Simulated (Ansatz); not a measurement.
Start from MgO in the rock salt structure (space group Fm-3m, No. 225; a = 4.2044 Å).

Levels (all Ansatz, a first-principles code, PAW): r2SCAN (500 eV, no spin-orbit coupling); HSE06+SOC (420 eV, with spin-orbit coupling).

The geometry is relaxed with r2SCAN.

* **r2SCAN valence-band top at Γ**: 0.00, 0.00, 0.00 eV
* **r2SCAN band gap**: 5.68 eV

With HSE06+SOC at the same geometry, the valence-band top at Γ (three highest Kramers pairs, from the VBM) goes from 0.00, 0.00, 0.00 eV to 0.00, 0.00, -0.04 eV; the band gap rises by 0.842 eV, from 5.68 eV to 6.53 eV. The threefold valence maximum splits by Δso ≈ 42 meV.

Single points use the geometry relaxed with r2SCAN. Differences between runs with and without spin-orbit coupling are approximate. Whether these cells are dynamically stable was not tested.
